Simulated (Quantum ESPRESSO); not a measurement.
Quantum ESPRESSO is run on ZrIn3 (I4/mmm, 4 atoms in the cell), and the run fails. The aim is a self-consistent single point with DFT, LDA (PZ), plane waves, GBRV 1.5 ultrasoft (LDA) pseudopotentials.

Cell that was meant: a = 5.8384 Å, b = 5.8384 Å, c = 5.8384 Å, α = 136.74°, β = 136.74°, γ = 62.83°.

Part of the input:

```fortran
In    0.7500000000    0.2500000000    0.5000000000
In    0.5000000000    0.5000000000    0.0000000000
K_POINTS {automatic}
8 8 8
```

Output, abridged:

```
     This program is part of the open-source Quantum ESPRESSO suite
     for quantum simulation of materials; please cite

 %%%%%%%%%%%%%%%%%%%%%%%%%%%%%%%%%%%%%%%%%%%%%%%%%%%%%%%%%%%%%%%%%%%%%%%%%%%%%%
     Error in routine card_kpoints (1):
      end of file while reading automatic k points
 %%%%%%%%%%%%%%%%%%%%%%%%%%%%%%%%%%%%%%%%%%%%%%%%%%%%%%%%%%%%%%%%%%%%%%%%%%%%%%

     stopping ...
```

Task: Read the log: what does the program object to, and what is the fix?

Result: The fault is an automatic mesh without its three shifts. The card takes six integers. To fix it, add the shifts. The program stopped before any SCF iteration.

An input that runs soundly differs in these lines (not the only fix; some lines may just follow from the change or write a value another way):
```diff
-8 8 8
+8 8 8  1 1 1
```

With that input, the run converged in 11 iterations: free energy E − TS -6785.3308 eV; Fermi level (on the code's own zero) 12.08 eV; pressure -7.78 GPa (DFT, LDA (PZ), plane waves, GBRV 1.5 ultrasoft (LDA) pseudopotentials).

On the sound input: the starting cell comes from a database of computed structures (which also holds hypothetical and non-ambient phases and stackings), without a prior relaxation at this level. Its lattice was rescaled by a random factor within 2.5 % of one. With a pressure of about -8 GPa the cell is away from its equilibrium volume at this level.
